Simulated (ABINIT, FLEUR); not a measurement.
A FLEUR input for a self-consistent single point of LuCl₃ (P6_3/mmc, 8 atoms in the cell) (DFT, LDA (Perdew-Zunger), all-electron FLAPW (FLEUR), scalar-relativistic valence):

Input of the input generator:

```
LuCl3 crystal
&input film=f /
9.5017757708 0.0000000532 0.0000000000
-4.7508879314 8.2287791719 0.0000000000
0.0000000000 0.0000000000 3.4864600000
1.8897261246
1.0 1.0 1.0

8
71 0.6666666667 0.3333333333 0.2500000000
71 0.3333333333 0.6666666667 0.7500000000
17 0.7841000000 0.2159000000 0.7500000000
17 0.2159000000 0.7841000000 0.2500000000
17 0.5682000000 0.7841000000 0.2500000000
17 0.4318000000 0.2159000000 0.7500000000
17 0.7841000000 0.5682000000 0.7500000000
17 0.2159000000 0.4318000000 0.2500000000

&comp jspins=1 /
&exco xctyp='pz' /
&kpt div1=2 div2=2 div3=5 gamma=t /
&end /
```

```xml
<?xml version="1.0" encoding="UTF-8" standalone="no"?>
<fleurInput fleurInputVersion="0.39">
   <comment>
      LuCl3 crystal                                                                                       
   </comment>
   <calculationSetup>
      <cutoffs Kmax="4.4" Gmax="17.6" GmaxXC="17.6" numbands="0"/>
      <scfLoop itmax="100" minDistance="0.00001" maxIterBroyd="25" imix="Anderson" alpha="0.05" precondParam="0.0" spinf="2.0"/>
      <coreElectrons ctail="T" frcor="F" kcrel="0" coretail_lmax="0"/>
      <xcFunctional name="pz" relativisticCorrections="F"/>
      <magnetism jspins="1"/>
      <soc l_soc="F" theta="0.0" phi="0.0" spav="F"/>
      <expertModes spex="0" secvar="F"/>
      <geometryOptimization l_f="T" forcealpha="1.0" forcemix="BFGS" epsdisp="0.00001" epsforce="0.00001"/>
      <ldaU l_linMix="F" mixParam="0.05" spinf="1.0"/>
   </calculationSetup>
   <cell>
      <bzIntegration valenceElectrons="92.0" mode="hist" fermiSmearingEnergy="0.0001">
         <kPointListSelection listName="default-1"/>
         <!-- k-points included here -->
         <xi:include xmlns:xi="http://www.w3.org/2001/XInclude" href="kpts.xml"> </xi:include>
      </bzIntegration>
      <!-- symmetry operations included here -->
      <xi:include xmlns:xi="http://www.w3.org/2001/XInclude" href="sym.xml"> </xi:include>
      <bulkLattice scale="1.0">
         <bravaisMatrix>
            <row-1>   17.9557539041720595     0.0000001005334298     0.0000000000000000</row-1>
            <row-2>   -8.9778770390134319    15.5501389747037830     0.0000000000000000</row-2>
            <row-3>    0.0000000000000000     0.0000000000000000     6.5884545443729161</row-3>
         </bravaisMatrix>
      </bulkLattice>
   </cell>
   <atomSpecies>
      <species name="Lutetium (Lu)" element="Lu" atomicNumber="71">
         <mtSphere radius="2.68" gridPoints="925" logIncrement="0.014"/>
         <atomicCutoffs lmax="10" lnonsphr="8"/>
         <electronConfig flipSpins="F">
            <coreConfig>(1s1/2) (2s1/2) (2p1/2) (2p3/2) (3s1/2) (3p1/2) (3p3/2) (4s1/2) (3d3/2) (3d5/2) (4p1/2) (4p3/2) (4d3/2) (4d5/2)</coreConfig>
            <valenceConfig>(5s1/2) (5p1/2) (5p3/2) (6s1/2) (4f5/2) (4f7/2) (5d3/2) (5d5/2)</valenceConfig>
            <stateOccupation state="(5d3/2)" spinUp="0.2" spinDown="0.2"/>
            <stateOccupation state="(5d5/2)" spinUp="0.3" spinDown="0.3"/>
         </electronConfig>
         <energyParameters s="6" p="6" d="5" f="4"/>
         <lo type="SCLO" l="0" n="5" eDeriv="0"/>
         <lo type="SCLO" l="1" n="5" eDeriv="0"/>
      </species>
      <species name="Chlorine (Cl)" element="Cl" atomicNumber="17">
         <mtSphere radius="1.81" gridPoints="625" logIncrement="0.018"/>
         <atomicCutoffs lmax="8" lnonsphr="6"/>
         <electronConfig flipSpins="F">
            <coreConfig>(1s1/2) (2s1/2) (2p1/2) (2p3/2)</coreConfig>
            <valenceConfig>(3s1/2) (3p1/2) (3p3/2)</valenceConfig>
            <stateOccupation state="(3p1/2)" spinUp="0.8333333333333" spinDown="0.8333333333333"/>
            <stateOccupation state="(3p3/2)" spinUp="1.6666666666667" spinDown="1.6666666666667"/>
         </electronConfig>
         <energyParameters s="3" p="3" d="3" f="4"/>
      </species>
   </atomSpecies>
   <atomGroups>
      <atomGroup species="Lutetium (Lu)">
         <relPos label="                   1">-1.000/3.000 1.000/3.000 1.000/4.000</relPos>
         <relPos label="                   2">1.000/3.000 -1.000/3.000 -1.000/4.000</relPos>
         <force calculate="T" relaxXYZ="TTT"/>
      </atomGroup>
      <atomGroup species="Chlorine (Cl)">
         <relPos label="                   3">-.2159000000 .2159000000 -1.000/4.000</relPos>
         <relPos label="                   4">.2159000000 -.2159000000 1.000/4.000</relPos>
         <relPos label="                   5">-.4318000000 -.2159000000 1.000/4.000</relPos>
         <relPos label="                   6">.4318000000 .2159000000 -1.000/4.000</relPos>
         <relPos label="                   7">-.2159000000 -.4318000000 -1.000/4.000</relPos>
         <relPos label="                   8">.2159000000 .4318000000 1.000/4.000</relPos>
         <force calculate="T" relaxXYZ="TTT"/>
      </atomGroup>
   </atomGroups>
   <output dos="F" band="F" slice="F">
      <checks vchk="F" cdinf="F"/>
      <bandDOS minEnergy="-.5*Htr" maxEnergy="0.5*Htr" sigma="0.015" storeEVData="T"/>
      <vacuumDOS vacdos="F" integ="F" star="F" nstars="0" locx1="0.0" locy1="0.0" locx2="0.0" locy2="0.0" nstm="0" tworkf="0.0"/>
      <unfoldingBand unfoldBand="F" supercellX="1" supercellY="1" supercellZ="1"/>
      <plotting iplot="0" polar="F">
         <plot TwoD="T" vec1="  1.0  0.0  0.0" vec2="  0.0  1.0  0.0" vec3="  0.0  0.0  1.0" zero="  0.0  0.0  0.0" file="plot"/>
      </plotting>
      <chargeDensitySlicing numkpt="0" minEigenval="0.0" maxEigenval="0.0" nnne="0" pallst="F"/>
      <specialOutput eonly="F"/>
      <magneticCircularDichroism mcd="F" energyLo="-10.0" energyUp="0.0"/>
   </output>
  <!-- We include the file relax.xml here to enable relaxations (see documentation) -->
  <xi:include xmlns:xi="http://www.w3.org/2001/XInclude" href="relax.xml"> <xi:fallback/> </xi:include>
</fleurInput>
```

**Question.** Translate this input to ABINIT.

**Answer.** One input that does it (others would too):

```
# LuCl3, JTH v2.0 LDA PAW
pp_dirpath "./"
pseudos "Lu.LDA_PW-JTH.xml, Cl.LDA_PW-JTH.xml"
acell 3*1.0 Angstrom
rprim
         9.5017757708    0.0000000532    0.0000000000
        -4.7508879314    8.2287791719    0.0000000000
         0.0000000000    0.0000000000    3.4864600000
natom 8
ntypat 2
znucl 71 17
typat 1 1 2 2 2 2 2 2
xred
         0.6666666667    0.3333333333    0.2500000000
         0.3333333333    0.6666666667    0.7500000000
         0.7841000000    0.2159000000    0.7500000000
         0.2159000000    0.7841000000    0.2500000000
         0.5682000000    0.7841000000    0.2500000000
         0.4318000000    0.2159000000    0.7500000000
         0.7841000000    0.5682000000    0.7500000000
         0.2159000000    0.4318000000    0.2500000000
ecut 26
pawecutdg 52
occopt 1
nband 49
kptopt 1
ngkpt 2 2 5
nshiftk 1
shiftk 0 0 0
nstep 80
toldfe 1.0e-09
diemac 12
prtwf 0
prtden 0
prtvol 1
```

Basis settings and potentials, where a program has them, do not carry over. This input uses DFT, LDA (PW92), plane waves, PAW (JTH v2.0 LDA PAW). LDA parametrisations can differ slightly between programs.

The starting cell comes from a database of computed structures (which also holds hypothetical and non-ambient phases and stackings), without a prior relaxation at this level. Its lattice was rescaled by a random factor within 2.5 % of one.
